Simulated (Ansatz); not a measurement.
Cost and result by functional for the surface energy of the (211) surface of bcc Nb in its 1x1 cell, outermost plane spacing 1.35 Å in the ideal cut, in Ansatz (plane waves, PAW). Single points on the PBE structure, on one kind of machine; costs are rough ratios of the slab run's core time (references not counted) to the cheapest single point. r2SCAN's cost holds its higher cutoff (500 against 420 eV). Differences are taken against r2SCAN for comparison alone: no measured value is at hand, so the table doesn't rank accuracy.

Set-up: 9 atoms, 10.8 Å thick at the start; mesh 13x8x1; 0.1 eV smearing; dipole correction on; all atoms relaxed; held to the start's symmetry, so lower structures may exist; no spin, no spin-orbit, no U. These notes are the PBE run's.

| functional | relative cost | surface energy (J/m²) | less r2SCAN (J/m²) |
|---|---|---|---|
| LDA | 1 | 2.67 | 0.16 |
| RPBE | 1 | 2.20 | -0.31 |
| PBEsol | 1 | 2.60 | 0.09 |
| r2SCAN | 2 | 2.51 | 0.00 |
| PBE (the relaxed run's value) | – | 2.36 | -0.15 |

The values span 0.47 J/m², while the single points' costs differ by a factor of roughly 2. Differences are of unrounded values.

Ansatz is an electronic-structure program.
